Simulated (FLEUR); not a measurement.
A user runs FLEUR on Sc (P6_3/mmc, 2 atoms in the cell) and asks whether the run is sound. The aim is a self-consistent single point with DFT, PBEsol, all-electron FLAPW (FLEUR), scalar-relativistic valence.

Cell that was meant: a = 3.2810 Å, b = 3.2810 Å, c = 5.3160 Å, α = 90.00°, β = 90.00°, γ = 120.00°.

Part of the input:

```xml
            <stateOccupation state="(3d5/2)" spinUp="0.6" spinDown="0.0"/>
         </electronConfig>
         <energyParameters s="4" p="4" d="3" f="4"/>
      </species>
   </atomSpecies>
   <atomGroups>
      <atomGroup species="Scandium (1.000">
```

Output (repeated stretches shortened):

```
      Welcome to FLEUR        (www.flapw.de)
      MaX-Release 8.1          (www.max-centre.eu)

 ========== k-point set info ==========
 Selected k-point list: default-1
 k-point list type: mesh
 7 x 7 x 4
 Number of k points: 24

 ------------Calculation Setup---------------------------
           1           2           3           4           6           8          12          24
 Number of basis functions:          324
 Iteration:     1   Distance:     118.15320866 me/bohr^3
 Iteration:     2   Distance:     106.95123001 me/bohr^3
 Iteration:     3   Distance:      62.59948977 me/bohr^3
 Iteration:     4   Distance:      46.22748972 me/bohr^3
 Iteration:     5   Distance:       7.18538685 me/bohr^3
   [... 10 lines left out ...]
 Iteration:    16   Distance:       0.00018531 me/bohr^3
 Iteration:    17   Distance:       0.00007716 me/bohr^3
 Iteration:    18   Distance:       0.00001836 me/bohr^3
 Iteration:    19   Distance:       0.00000469 me/bohr^3
 Run finished successfully
 Stop message:
   Structural relaxation: Done

[file out, last iteration]
             iter=     20
[...]
          total density-effective poten   -2.4082118685E+03
          total charge density-energy d   -7.4269199231E+01
 Updated energy parameters for spin:           1
 Updated energy parameters for spin:           2
[...]
 fermi energy and band-weighting factors:
    0.739766    0.739983

[...]
FERMIE:
          first approx. to ef    (T=0)  :   0.228710 htr   (energy of the highest occ. eigenvalue)
          number of occ. states  (T=0)  :        533
          first approx. to seigv (T=0)  :   2.532271 htr
          sum of weights of occ. states :  22.010204
          sum of semicore charge        :   0.000000 e
   [... lines left out ...]
FERHIS:  Fermi-Energy by histogram:
          bandgap                     :   0.000000 htr
          charge neutrality (T=0)     :   0.010204    (zero if the highest occ. eigenvalue is "entirely" occupied)
     EF_NEWTON:  Adjust Fermi-Energy by Newton-Method.
 Direct bandgap for spin            1 :    8.0669478225927460E-002  Htr
 Direct bandgap for spin            2 :    8.0669477685668678E-002  Htr
 ---->    free energy=                     -1504.9333823372 htr
   [... lines left out ...]
SPIN-2 FORCE FOR ATOM TYPE=  1  X=  3.100   Y= -1.790   Z=  2.511      FX_SP = 0.000000 FY_SP = 0.000000 FZ_SP = 0.000000
 ***** TOTAL FORCES ON ATOMS *****
 TOTAL FORCE FOR ATOM TYPE=  1  X=  3.100   Y= -1.790   Z=  2.511
                       FX_TOT= 0.000000 FY_TOT= 0.000000 FZ_TOT= 0.000000
 Structural relaxation: Done
```

FLEUR gives forces in its relaxation mode, with a further iteration, so its stop message speaks of a relaxation.

Q: Is this run sound? If not, what is wrong?

A: The run is not sound. The fault is local orbitals for semicore states removed. Semicore states counted as valence need basis functions of their own. To fix it, restore the local orbitals. The run converged in 19 iterations without an error; against the sound input the free energy rises by 296 eV/atom.

An input that runs soundly differs in these lines (not the only fix; some lines may just follow from the change or write a value another way):
```diff
+         <lo type="SCLO" l="0" n="3" eDeriv="0"/>
+         <lo type="SCLO" l="1" n="3" eDeriv="0"/>
```

With that input, the run converged in 25 iterations: free energy E − TS -41542.6630 eV; Fermi level (on the code's own zero) 6.07 eV; size of the cell's spin moment 0.00 μB (DFT, PBEsol, all-electron FLAPW (FLEUR), scalar-relativistic valence).

On the sound input: the starting cell comes from a database of computed structures (which also holds hypothetical and non-ambient phases and stackings), without a prior relaxation at this level. Its lattice was rescaled by a random factor within 2.5 % of one. The starting moments vanished: the run ended non-magnetic. Values depend on the basis (sphere radii, cutoffs, local orbitals), which need not be converged. The log's line on a gap gives a spacing of levels on this mesh, which the program prints for metals too.
